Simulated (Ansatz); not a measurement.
Cubic perovskite SrMnO3 (metastable phase)

These are PBEsol (plane waves, PAW; Ansatz, a quantum-chemistry and plane-wave program) values and carry that method's errors.

Settings: plane-wave cutoff 500 eV, 10×10×10 k mesh, Fermi–Dirac smearing 0.05 eV, ferromagnetic start, spin-polarised with parallel moments, scalar-relativistic PAW data made under PBE.

Cell (relaxed at this level):

```xyz
10
Lattice="0.0000 3.7830 3.7830 3.7830 0.0000 3.7830 3.7830 3.7830 0.0000" Properties=species:S:1:pos:R:3 pbc="T T T"
Sr     0.0000     0.0000     0.0000
Sr     3.7830     3.7830     3.7830
Mn     1.8915     1.8915     1.8915
Mn     5.6744     5.6744     5.6744
O      1.8915     1.8915     0.0000
O      1.8915     1.8915     3.7830
O      0.0000     1.8915     1.8915
O      3.7830     5.6744     5.6744
O      1.8915     0.0000     1.8915
O      1.8915     3.7830     1.8915
```

| Quantity | Result |
|---|---|
| volume per atom | 10.83 Å³/atom |
| lattice parameter a | 3.783 Å |

Note: the magnetic order was assumed, not searched for or taken from measurement; the relaxation could not lower the start's symmetry, so the cell can be a saddle point above a distorted one.
